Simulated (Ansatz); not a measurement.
Consider a periodic stack without vacuum, fcc Al (1 1 1) on alpha cristobalite (1 0 1) (film strained to the substrate, started from cuts of the bulks and a machine-learned relaxation; slabs Si14O28 and Al24, which can lie off the formulas): substrate slab Si14O28, film Al24, surface cells [[0, 1], [-1, 0]] and [[-3, 3], [-1, -1]], film strained by +1.8 and +2.7 %, outermost planes OSi/OSi and Al/Al as cut, which need not be the usual terminations and can put a slab off its formula. Its start:

```xyz
66
Lattice="8.7310 0.0000 0.0144 0.0000 5.0831 0.0012 1.4958 -2.1122 24.3928" Properties=species:S:1:pos:R:3 pbc="T T T"
Si     8.0369     4.0564     1.9947
Si     4.1010     1.0896     1.9360
Si     4.0314     1.4830     4.9989
Si     2.3852     3.6129     1.1744
O      0.9343     3.9601     1.8696
O      7.4211     2.9635     0.8615
O      4.6116     1.2326     3.4941
O      7.4483     0.4073     1.6193
O      3.4915     4.6387     1.8402
O      7.6126     3.6276     3.5093
O      2.8210     2.1185     1.7264
O      2.4279     1.2412     5.0048
Si     5.2209     4.0174     6.3376
Si     1.0374     0.9830     5.7934
Si     0.9937     1.4717     8.9438
Si     8.0791     3.5227     5.0718
O      6.8035     3.8123     6.0313
O      4.3304     3.0233     5.4152
O      1.3009     1.1586     7.3828
O      4.7945     0.4743     6.0269
O      0.5365    -0.5203     5.4320
O      4.9131     3.6918     7.8895
O      8.6198     2.0141     5.3078
O      8.1348     1.2673     9.2266
Si     2.1758     4.0181    10.3108
Si     6.8591     0.9801    10.1852
Si     6.7635     1.6338    13.1920
Si     5.1682     3.5212     9.4819
O      3.7829     3.7819    10.2771
O      1.4162     3.0062     9.2799
O      7.3114     1.1290    11.7483
O      1.8716     0.4669     9.8632
O      6.3272    -0.5354     9.9689
O      1.6005     3.7841    11.8179
O      5.6644     2.0101     9.8061
O      5.1404     1.4667    13.2477
Si     3.7771     1.0308    14.0460
Si     2.0570     3.6027    13.3950
O      7.3032     3.1166    13.5200
O      7.3191     0.6333    14.4219
O      3.4139    -0.4995    13.5520
O      2.6047     2.0309    13.4562
Al     7.5689    -1.0808    15.0346
Al     5.3208    -1.3885    16.4472
Al     6.8314     1.2650    16.2994
Al     2.1387    -1.2641    16.4407
Al     3.7941     1.3377    16.4780
Al     9.7039     1.2529    16.5761
Al     8.1253     2.0872    18.7010
Al     5.3084     2.1187    18.6917
Al     6.6403    -0.3967    18.6369
Al     2.2587     2.2103    18.7778
Al     3.6841    -0.4057    18.6144
Al     9.4116    -0.4984    18.7325
Al     8.0585     0.4457    21.0412
Al     5.1303     0.4047    20.8683
Al     6.7301     3.0356    20.9464
Al     2.1768     0.3992    20.8544
Al     3.8139     2.9712    20.8740
Al     9.5173     2.9358    21.1285
Al     7.8115    -0.6432    25.1728
Al     5.2827    -1.2320    23.1595
Al     6.4536     1.3025    23.1197
Al     2.4444    -1.2330    23.1028
Al     3.6019     1.3276    23.1441
Al     9.4948     1.0092    23.3833
```

The start was prepared with a machine-learned potential, and the result is one local minimum, with the in-plane cell held and forces under 0.04 eV/Å; the film can end far from its bulk form.

All values below come from PBE (plane waves to 420 eV, PAW; Ansatz, a program for electronic structure). Spin–orbit coupling is left out; the runs are not spin-polarised; PBE gaps are too small against experiment. Its k-point mesh 3×5×1, Fermi–Dirac width 0.05 eV.

**Question.** Predict the relaxed interface.

**Answer.** interface area: 44.4 Å²
period: 24.25 Å
heights between the nearest atoms of the two slabs at the two interfaces: 0.26 and -0.11 Å
Al–O contacts across the interfaces within 1.22 times the sum of covalent radii: 7, mean 1.86 Å
Al–Si contacts across the interfaces within 1.22 times the sum of covalent radii: 4, mean 2.51 Å
